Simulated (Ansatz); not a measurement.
A user runs Ansatz (a program for electronic structure) on Al (Im-3m, 1 atom in the cell) and asks whether the run is sound. The aim is a self-consistent single point with DFT, PBEsol, plane waves, default PAW files made with PBE.

Cell that was meant: a = 2.7838 Å, b = 2.7838 Å, c = 2.7838 Å, α = 109.47°, β = 109.47°, γ = 109.47°.

Part of the input:

Ansatz 0.2 input:
```yaml
  atoms:
    - { symbol: Al, position: [0.00000000, 0.00000000, 0.00000000] }
basis:
  ecutwfc: 30
kpoints:
  mp_grid:
    grid: [14, 14, 14]
```

Output, abridged:

```
   [... lines left out ...]
k-points: 104 of 2744
PAW frozen core: Al, regenerated for the run's functional, and the local potential with it
Initial density: superposition of atomic densities (neutral atoms: chi_scale 0, normalization atom), corrected by the library's trained network
Initial wavefunctions: pseudopotential atomic-orbital guess
Eigensolver: davidson
Functional: x = pbesol(κ = 0.804, μ = 0.12345679012345678), c = pbesol(β = 0.046)
SCF iter   1: F=—  HF=-521.843837 eV  |F-HF|=—  |Δ(HF+E_count)|=         —  Δρ=2.78e-2  dr2=9.13e-2  ethr=1.77e-3  ⟨swp⟩=1.0  Hψ=642  notcnv=0
all-band conjugate gradients solve this SCF's bands
preconditioner: auto → none
SCF iter   2: F=—  HF=-521.848964 eV  |F-HF|=—  |Δ(HF+E_count)|=   5.13e-3  S|Δr|=    0.00e0  Δρ=1.39e-2  dr2=2.25e-2  ethr=1.77e-3  ⟨swp⟩=1.0  Hψ=641  notcnv=0
SCF iter   3: F=—  HF=-521.852599 eV  |F-HF|=—  |Δ(HF+E_count)|=   3.63e-3  S|Δr|=    0.00e0  Δρ=1.16e-4  dr2=2.57e-6  ethr=7.49e-4  ⟨swp⟩=1.0  Hψ=420  notcnv=0
SCF iter   4: F=—  HF=-521.851810 eV  |F-HF|=—  |Δ(HF+E_count)|=   7.89e-4  S|Δr|=    0.00e0  Δρ=2.48e-5  dr2=6.27e-8  ethr=3.33e-9  ⟨swp⟩=2.5  Hψ=1230  notcnv=0
SCF iter   5: F=-521.851810 eV  HF=-521.851810 eV  |F-HF|=1.14e-12  |Δ(HF+E_count)|=   1.44e-8  S|Δr|=    0.00e0  Δρ=1.17e-6  dr2=1.48e-10  ethr=2.09e-9  ⟨swp⟩=1.4  Hψ=1094  notcnv=0
SCF 1 converged in 5 iterations: F = -521.851810 eV  dr2 = 1.48e-10
Stability not checked (fill_not_monotonic)
Free energy (F): -521.851810 eV
Internal energy: -521.850882 eV  (E = F + TS)
E sigma→0 (E₀):  -521.851500 eV
Entropy (-TS):   -0.000927 eV (-0.927 meV/atom)
Fermi energy:    9.077209 eV
--- Forces (eV/Å), atoms counted from 1 ---
  atom   1  Al     0.00000000    -0.00000000     0.00000000
--- Stress (GPa, compression-positive) ---
        7.537449      -0.000000      -0.000000
        0.000000       7.537449      -0.000000
       -0.000000       0.000000       7.537449
  P = ⅓ Tr σ = 7.5374 GPa (75.374 kbar)
  The stress holds no Pulay correction (an occupied level lies too near the plane-wave cutoff): it is that at fixed plane waves, as pw.x and ABINIT print it
```

Q: Is this run sound? If not, what is wrong?

A: The run is not sound. The fault is this: a cutoff meant in Ry typed as a bare number, read as eV. A bare number is read in the key's own unit, and eV, Ry (13.6 eV) and Ha (27.2 eV) lie far apart, so the setting ends up far from the one that was meant. To fix it, convert the value to the unit that the key expects. The run converged in 5 iterations without an error; against the sound input the free energy goes up by 2.60 eV/atom and the pressure goes from 0.03 to 7.54 GPa.

An input that runs soundly differs in these lines (not the only fix; some lines may just follow from the change or write a value another way):
```diff
-  ecutwfc: 30
+  ecutwfc: 420.0 eV
```

With that input, the run converged in 3 iterations: free energy E − TS (on the zero of these files) -524.4547 eV; Fermi level (on the code's own zero) 7.85 eV; pressure 0.03 GPa (DFT, PBEsol, plane waves, default PAW files made with PBE).

On the sound input: the starting cell was generated: these elements placed on a structure prototype, without a prior relaxation; it need not be a known phase or ordering of this composition. Ansatz's pressure includes its estimate of the finite-basis (Pulay) stress.
